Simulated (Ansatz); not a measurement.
## Input and output of a self-consistent single point for Nb (Im-3m, 1 atom in the cell) (Ansatz)

Method of the run: PBE (plane waves, PAW; Ansatz, a program for electronic structure).

Input as run:

Ansatz 0.2 input:
```yaml
# Nb
crystal:
  lattice:
    - [-1.658250, 1.658250, 1.658250]
    - [1.658250, -1.658250, 1.658250]
    - [1.658250, 1.658250, -1.658250]
  atoms:
    - { symbol: Nb, position: [0.000000, 0.000000, 0.000000] }
basis:
  ecutwfc: 420.0
kpoints:
  mp_grid: { grid: [14, 14, 14] }
hamiltonian:
  xc: pbe
  pseudopotentials: { kind: paw }
scf:
  occupations: { method: fermi_dirac, width: 0.1 }
output:
  forces: true
  eigenvalues: true
  stress: true
```

Log, with long lists cut:

```
WARN ansatz: RAYON_NUM_THREADS=1 ignored (pool sized by the plan → 1); use --threads N
Pseudopotentials: kind: paw
Pseudopotential: Nb, paw, valence charge 13
Crystal: 1 atoms, lattice volume = 18.239 Å³
Basis set: ecut = 420 eV, 369 PW (Γ), exchange–correlation on 40×40×40 points (8 copies of the dense FFT grid, shifted against one another)
Bands: 11, of which v1, the nominal top of the filled ones, is band 7 counted from 1 (6 counted from 0)
Symmetry: 48 space group operations
Space group: Im-3m (ITA 229), of the structure as read, at distance tolerance 2.6e-5 Å
k-points: 104 of 2744
Initial density: superposition of atomic densities (neutral atoms: chi_scale 0, normalization atom), corrected by the library's trained network
Initial wavefunctions: pseudopotential atomic-orbital guess
Eigensolver: davidson
Functional: x = pbe(κ = 0.804, μ = 0.2195149727645171), c = pbe(β = 0.06672455060314922)
SCF iter   1: F=—  HF=-4552.306320 eV  |F-HF|=—  |Δ(HF+E_count)|=         —  Δρ=3.71e-3  dr2=1.98e-3  ethr=1.77e-3  ⟨swp⟩=5.0  Hψ=6553  notcnv=0
all-band conjugate gradients solve this SCF's bands
preconditioner: auto → none
SCF iter   2: F=—  HF=-4552.305982 eV  |F-HF|=—  |Δ(HF+E_count)|=   3.38e-4  Δρ=1.51e-3  dr2=2.00e-4  ethr=1.52e-5  ⟨swp⟩=2.2  Hψ=2389  notcnv=0
SCF iter   3: F=—  HF=-4552.305994 eV  |F-HF|=—  |Δ(HF+E_count)|=   1.23e-5  Δρ=4.53e-4  dr2=1.98e-5  ethr=1.54e-6  ⟨swp⟩=1.0  Hψ=1138  notcnv=0
SCF iter   4: F=—  HF=-4552.305996 eV  |F-HF|=—  |Δ(HF+E_count)|=   1.88e-6  Δρ=3.36e-5  dr2=5.20e-8  ethr=1.52e-7  ⟨swp⟩=1.0  Hψ=1140  notcnv=0
iter 5 did not close the SCF: its close was put off for the readings that it lacked (scf_convergence_deferred on its scf_iter line)
SCF iter   5: F=-4552.305996 eV  HF=-4552.305996 eV  |F-HF|=9.09e-11  |Δ(HF+E_count)|=   5.14e-8  Δρ=3.03e-6  dr2=5.65e-10  ethr=4.00e-10  ⟨swp⟩=2.2  Hψ=1832  notcnv=0
SCF iter   6: F=-4552.305996 eV  HF=-4552.305996 eV  |F-HF|=1.18e-11  |Δ(HF+E_count)|=  7.91e-11  Δρ=6.50e-7  dr2=1.64e-11  ethr=4.35e-12  ⟨swp⟩=1.2  Hψ=3236  notcnv=0
SCF 1 converged in 6 iterations: F = -4552.305996 eV  dr2 = 1.64e-11
SCF converged after 6 iterations
Free energy (F): -4552.305996 eV
Harris-Foulkes:  -4552.305996 eV  (|F-HF|=1.18e-11)
Internal energy: -4552.254547 eV  (E = F + TS)
E sigma→0 (E₀):  -4552.280272 eV
Entropy (-TS):   -0.051449 eV (-51.449 meV/atom)
Fermi energy:    17.542070 eV
--- Per-component energies (eV) ---
  E_band       = -70.744541
  E_kinetic    = 394.776044
  E_local      = -700.724816  (includes V_loc(G=0)·N_el)
  E_nonlocal   = 119.846171
  E_hartree    = 218.005480
  E_xc         = -175.589133
  E_vxc        = -213.015481  (∫ρ·V_xc dr)
  E_paw        = -3073.392590  (= ΣΔE_a)
  E_vpaw       = -107.637437  (= ΣTr[D̂ρ^β])
  E_aug_tail   = 0.000006  (compensation charges beyond the density's cutoff)
  E_ewald      = -1335.175710
  E_smearing   = -0.051449  (= −TS)
  E_closure    = 0.000000  (closes the sum)
  Σ components = -4552.305996   (vs F -4552.305996, Δ=0.00e0)
--- Forces (eV/Å), atoms counted from 1 ---
  atom   1  Nb     0.00000000    -0.00000000    -0.00000000
  max |Σ_I F_I| component: 1.54e-32 eV/Å
--- Stress (GPa, compression-positive) ---
       -0.528331      -0.000000       0.000000
        0.000000      -0.528331      -0.000000
       -0.000000       0.000000      -0.528331
  P = ⅓ Tr σ = -0.5283 GPa (-5.283 kbar)
  The stress holds the Pulay correction. Without it, at fixed plane waves, as pw.x and ABINIT print it: P = -0.5578 GPa
--- Band table (eV; the first three rows and the last of 104) ---
  k-point 0: bands = ["-36.8349", "-12.1733", "-12.1733", "-12.1733", "11.6330", "17.8861", "17.8861", "17.8861", "20.7541", "20.7541", "31.6215"]
  k-point 1: bands = ["-36.8235", "-12.2429", "-12.1945", "-12.1739", "11.8399", "17.7594", "17.8548", "18.0844", "20.5638", "20.7551", "31.7879"]
  k-point 2: bands = ["-36.7915", "-12.4349", "-12.2535", "-12.1754", "12.4139", "17.4260", "17.7098", "18.6669", "20.2434", "20.7738", "32.1241"]
  k-point 103: bands = ["-36.4356", "-13.0686", "-13.0686", "-13.0686", "13.8671", "13.8671", "23.0373", "23.0373", "23.0373", "26.4823", "26.4823"]
```

The run converged in 6 iterations.

The starting cell has typed, rounded lattice constants, without a prior relaxation at this level. Its lattice was rescaled by up to half a per cent. Spin polarisation is off. Ansatz's pressure includes its estimate of the finite-basis (Pulay) stress.
